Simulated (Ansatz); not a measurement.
Defect migration in fcc Cu: Cu vacancy, neutral cell. The step: a nearby Cu atom hops onto the vacant site; the atom moves 2.52 Å along (0.00, 0.49, -0.49) of the unit cell; the moving atom starts with neighbours 4 Cu at 2.55, 6 Cu at 2.57, Cu at 2.58 Å and ends with 4 Cu at 2.55, 6 Cu at 2.57, Cu at 2.59 Å. A PBE band in Ansatz (plane-wave PAW, a 2×2×2 k-point mesh shifted by half a step, 32 host sites, 17 SCF runs with any check of the saddle's order, static, no finite-size correction) gives a forward barrier of 0.61 eV. The saddle point's order was not checked, and it lies on a symmetry element of the cell, where a band can be held. Forms of the defect that were not tried may lie lower.

Single points at the band's start and saddle point can refine it. Rough cost of one point, in units of the band's mean SCF on the same machine:

| Level | Cost of one point |
|---|---|
| PBE, a 4×4×4 k-point mesh shifted by half a step | about 8 |
| r2SCAN at 500 eV, a 2×2×2 k-point mesh shifted by half a step | about 3 |

### Question
Which of these move the barrier by more than 0.1 eV, and how far does each move it?

### Answer
PBE, a 4×4×4 k-point mesh shifted by half a step: +0.15 eV; r2SCAN at 500 eV, a 2×2×2 k-point mesh shifted by half a step: -0.01 eV. Each functional is compared with PBE at the same k-points.

Ansatz is a first-principles code.
